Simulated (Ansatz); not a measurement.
We consider SrTiO3 (model structure, started from the R-3c-perovskite type, R-3c, No. 167, 10 atoms in the cell), described by PBEsol (plane waves, PAW; Ansatz, a quantum-chemistry and plane-wave program).

Settings: plane-wave cutoff 500 eV, 10×10×10 k mesh, Fermi–Dirac smearing 0.05 eV, no spin polarisation, scalar-relativistic PAW data made under PBE.

Cell (relaxed at this level):

```cif
data_O18Sr6Ti6
_chemical_formula_sum 'Sr6 Ti6 O18'
_space_group_name_H-M_alt 'R-3c :H'
_space_group_IT_number 167
_space_group_name_Hall '-R 3 2"c'
_cell_length_a 5.50480
_cell_length_b 5.50480
_cell_length_c 13.44319
_cell_angle_alpha 90.000
_cell_angle_beta 90.000
_cell_angle_gamma 120.000
loop_
_atom_site_label
_atom_site_type_symbol
_atom_site_symmetry_multiplicity
_atom_site_Wyckoff_symbol
_atom_site_fract_x
_atom_site_fract_y
_atom_site_fract_z
_atom_site_occupancy
Sr1 Sr 6 a 0.00000 0.00000 0.25000 1
Ti1 Ti 6 b 0.00000 0.00000 0.00000 1
O1 O 18 e 0.47307 0.47307 0.25000 1
```
(The calculation used a cell of 10 atoms; values per cell refer to that cell.)

**Question.** Estimate the band gap that the calculation returns.

**Answer.** 
- band gap: 1.99 eV (on the SCF k mesh)

Note: the relaxation could raise the start's symmetry but not lower it, so the cell can be a saddle point.

Spin–orbit coupling is not included.

Static lattice: no zero-point or thermal effects.

Computing time: around 6 core-minutes (rough).

A model structure was made by putting elements into a prototype or built by hand; it is no filed structure, need not be a known phase, and can be a saddle point held by its symmetry.
